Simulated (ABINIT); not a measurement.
What a tighter setting buys: ecut, CaMg2 (Cmcm, 6 atoms in the cell)

```yaml
crystal:
  lattice:
    - [1.72070, -8.95640, 0.00000]
    - [1.72070, 8.95640, 0.00000]
    - [0.00000, 0.00000, 5.61730]
  atoms:
    - { symbol: Ca, position: [0.28647, 0.71353, 0.25000] }
    - { symbol: Ca, position: [0.71353, 0.28647, 0.75000] }
    - { symbol: Mg, position: [0.60493, 0.39507, 0.25000] }
    - { symbol: Mg, position: [0.39507, 0.60493, 0.75000] }
    - { symbol: Mg, position: [0.95331, 0.04669, 0.25000] }
    - { symbol: Mg, position: [0.04669, 0.95331, 0.75000] }
```

Level of theory: PBEsol, PAW (JTH v2.0 PBE PAW, files made for PBE) (plane waves; ABINIT).

Base settings: pseudos = [Ca.GGA_PBE-JTH.xml, Mg.GGA_PBE-JTH.xml]; ecut = 40 Ry; pawecutdg = 80 Ry; pawxcdev = 0; ixc = -116133; occopt = 6; tsmear = 0.00499791 Ha; ngkpt = 4 4 3; nshiftk = 1; shiftk = 0 0 0.

Misses are taken against the tightest run, 80 Ry (pawecutdg: 80 Ry → 160 Ry), which need not be fully converged itself. The energy is the free energy per atom.

The count of work is k-points × plane waves × bands × iterations; it is no time, and leaves out set-up, grids and terms that scale otherwise. Core times come from one kind of shared machine and are given to one figure; runs under 30 s give none.

The starting cell comes from a database of computed structures (which also holds hypothetical and non-ambient phases and stackings), without a prior relaxation at this level. The potentials were made for another functional than the one used. Without a gap this mesh is coarse (it stands for a supercell whose shortest vector is 14 Å).

The runs (ecut): 16 Ry (pawecutdg: 80 Ry → 32 Ry) | 20 Ry (pawecutdg: 80 Ry → 40 Ry) | 24 Ry (pawecutdg: 80 Ry → 48 Ry) | 28 Ry (pawecutdg: 80 Ry → 56 Ry) | 32 Ry (pawecutdg: 80 Ry → 64 Ry) | 36 Ry (pawecutdg: 80 Ry → 72 Ry) | 40 Ry | 46 Ry (pawecutdg: 80 Ry → 92 Ry) | 52 Ry (pawecutdg: 80 Ry → 104 Ry) | 60 Ry (pawecutdg: 80 Ry → 120 Ry) | 70 Ry (pawecutdg: 80 Ry → 140 Ry) | 80 Ry (pawecutdg: 80 Ry → 160 Ry).

Q: Which is the coarsest setting among those run that, with all tighter ones, holds the energy within 20 meV/atom of the reference, and what does it save?

A: 36 Ry (pawecutdg: 80 Ry → 72 Ry), off by 15 meV/atom; it needs 0.28 of the reference's count of work and about 0.3 of the reference's time.

Q: Which is the coarsest setting among those run that, with all tighter ones, holds the energy within 5 meV/atom of the reference, and what does it save?

A: 46 Ry (pawecutdg: 80 Ry → 92 Ry), off by 4.6 meV/atom; its saving against the reference is no more than about a factor of 2 in time.

Q: What does the step from 20 Ry (pawecutdg: 80 Ry → 40 Ry) to 52 Ry (pawecutdg: 80 Ry → 104 Ry) buy?

A: It takes the miss in the energy from 130 to 3.6 meV/atom, for 3.8 times the count of work and roughly 3 times the time.

```tsv
ecut	energy less reference (meV/atom)	pressure less reference (GPa)	largest difference in the force on any atom (eV/Å)	count of work / reference	core time / reference (rough)
16 Ry (pawecutdg: 80 Ry → 32 Ry)	997.83	-32.38	0.038	0.077	0.1
20 Ry (pawecutdg: 80 Ry → 40 Ry)	133.52	-3.44	0.004	0.13	0.2
24 Ry (pawecutdg: 80 Ry → 48 Ry)	75.86	-0.22	0.026	0.14	0.2
28 Ry (pawecutdg: 80 Ry → 56 Ry)	59.98	-0.60	0.013	0.18	0.2
32 Ry (pawecutdg: 80 Ry → 64 Ry)	34.09	-0.72	0.010	0.23	0.2
36 Ry (pawecutdg: 80 Ry → 72 Ry)	14.98	-0.45	0.008	0.28	0.3
40 Ry	6.68	-0.12	0.007	0.33	0.4
46 Ry (pawecutdg: 80 Ry → 92 Ry)	4.56	-0.01	0.004	0.40	0.5
52 Ry (pawecutdg: 80 Ry → 104 Ry)	3.56	-0.05	0.006	0.48	0.5
60 Ry (pawecutdg: 80 Ry → 120 Ry)	1.21	-0.05	0.004	0.65	0.8
70 Ry (pawecutdg: 80 Ry → 140 Ry)	0.15	0.00	0.004	0.76	0.8
80 Ry (pawecutdg: 80 Ry → 160 Ry)	0.00	0.00	0.000	1.0	1
```
